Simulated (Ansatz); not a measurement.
Base system: ZnCu$_{2}$SnS$_{4}$ (space group I-4, No. 82).

```yaml
crystal:
  lattice:
    - [-2.68686, 2.68686, 5.37741]
    - [2.68686, -2.68686, 5.37741]
    - [2.68686, 2.68686, -5.37741]
  atoms:
    - { symbol: Cu, position: [0.00000, 0.00000, 0.00000] }
    - { symbol: Cu, position: [0.75000, 0.25000, 0.50000] }
    - { symbol: Zn, position: [0.25000, 0.75000, 0.50000] }
    - { symbol: Sn, position: [0.50000, 0.50000, 0.00000] }
    - { symbol: S, position: [0.37036, 0.89854, 0.00905] }
    - { symbol: S, position: [0.10146, 0.11050, 0.47182] }
    - { symbol: S, position: [0.88950, 0.36131, 0.99095] }
    - { symbol: S, position: [0.63869, 0.62964, 0.52818] }
```

Cartesian axes are those of the cell as printed.

All numbers come from Kohn–Sham DFT with the PBEsol functional, run in Ansatz (a quantum-chemistry and plane-wave program) with PAW and 420 eV plane waves, without spin-orbit coupling.

For the base:

| Item | Result |
|---|---|
| Pressure | -0.01 GPa |

The change: uniaxial strain ε_zz = −3.00 %, all other strain components held at zero, atoms relaxed at fixed cell.

Q: How does this affect the pressure and energy relative to the base?

A: The pressure (mean of the normal stresses, compression positive) grows by 2.60 GPa, from -0.01 GPa to 2.59 GPa; the energy grows by 5.9 meV/atom.

Stability against distortions was not tested. The final runs are not spin-polarised.
